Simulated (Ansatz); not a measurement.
## Sn: pressure 75 GPa

Consider Sn (space group I4_1/amd, No. 141; a = 5.947 Å, c = 3.212 Å).

The change: cell and atoms relaxed at a pressure of 75 GPa.

Computed with PBE/PAW in Ansatz (a program for electronic structure), spin-orbit coupling left out, earlier PAW set. Settings: 16×16×16 k-points, 0.05 eV Fermi–Dirac smearing.

The density rises by 4.33 g/cm³, from 6.94 g/cm³ to 11.27 g/cm³ and the lattice parameter a decreases by 0.880 Å, from 5.947 Å to 5.067 Å. The c/a ratio decreases by 0.002 to 0.538 and the shortest interatomic distance decreases by 0.457 Å (3.080 Å → 2.623 Å). The enthalpy H = E + PV relative to the base's energy is +9.78 eV/atom and the band gap remains zero.

Final structure:

```
CELL_PARAMETERS angstrom
     -2.53338     2.53338     1.36248
      2.53338    -2.53338     1.36248
      2.53338     2.53338    -1.36248
ATOMIC_POSITIONS crystal
  Sn 0.75000 0.25000 0.50000
  Sn 0.00000 0.00000 0.00000
```

Load acts through the strain it causes; cell and atoms are relaxed under it. Stability against distortions was not tested. Measured, Sn leaves this structure (for a body-centred tetragonal phase) near 8 GPa (temperature not stated; as listed in Olga Degtyareva, NATO science for peace and security series. B, Physics and biophysics (2010)).
